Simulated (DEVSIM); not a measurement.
Structure: Mo/SiO2/p-InP capacitor, at 300 K.

Layer 1 from the left is SiO2, thickness (nm) 6.90. Layer 2 from the left is InP, thickness (nm) 12000, Na (cm⁻³) 2.7e15.

Metal gate on the left, work function 4.6 eV. Fixed charge at the semiconductor interface 0 cm⁻² (in units of +e); no interface traps.

This is a model device: material constants are rounded textbook-type values typed into the input, and sizes, dopings and lifetimes were drawn at random. Values at 300 K.

SiO2: gap (eV) 9, affinity (eV) 0.9, permittivity 3.9. InP: gap (eV) 1.344, affinity (eV) 4.38, permittivity 12.5, Nc (cm⁻³) 5.7e17, Nv (cm⁻³) 1.1e19.

### Question
Estimate by hand the flat-band voltage, the threshold voltage, and compare with a numerical solution.

### Answer

- Flat-band voltage: C = 0.500 μF/cm², work-function difference -0.909 V; VFB = φms − qNf/C = -0.91 V; numerical -0.91 V.
- Threshold voltage: φF = 0.495 V, depletion charge √(4εqNφF) = 3.08e-8 C/cm²; VT = VFB + 2φF + Qd/C = 0.14 V; numerical 0.14 V.

DEVSIM, 1D Poisson equation in equilibrium, Boltzmann statistics, complete ionisation; no quantum confinement or tunnelling. Metal contacts follow the ideal Schottky-Mott rule: no Fermi-level pinning, no interface dipoles.
